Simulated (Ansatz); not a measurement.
The parent structure is GaCuSe2 in the chalcopyrite structure (space group I-42d, No. 122; a = 5.508 Å, c = 10.962 Å). Axes: x, y, z lie along a, b, c of the conventional cell.

The values are results of LDA, PAW, 420 eV (Ansatz, a first-principles code; scalar-relativistic without spin-orbit coupling), not measurements.

Base values:

The band gap comes out as 0.17 eV and the gap character is direct at Γ. The valence-band top at Γ comes out as 0.00, -0.09, -0.09 eV.

Perturbation: the cell is compressed by 2.25 % along z with no lateral relaxation, atoms relaxed at fixed cell.

Problem. What does the calculation give for the band gap after the change?

Solution. The band gap rises by 0.08 eV (0.17 eV → 0.25 eV).

Problem. Predict the new hole mass.

Solution. The hole mass comes out as 0.034 mₑ along z, 0.53 mₑ across (at Γ).

Problem. What happens to the gap character?

Solution. The gap character stays direct at Γ.

Problem. How does this affect the valence-band top at Γ?

Solution. The valence-band top at Γ (three highest levels, from the VBM) becomes 0.00, -0.15, -0.15 eV (base: 0.00, -0.09, -0.09 eV).

Problem. Estimate the effect on the electron mass.

Solution. The electron mass amounts to 0.032 mₑ along z, 0.045 mₑ across (at Γ).

The cells carry an imposed strain or load. Effective masses come from finite differences of ±0.01 Å⁻¹. Stability against distortions was not tested. All final runs are without spin polarisation. A zero or small gap of GaCuSe2 can be the functional's error rather than a property of the material.
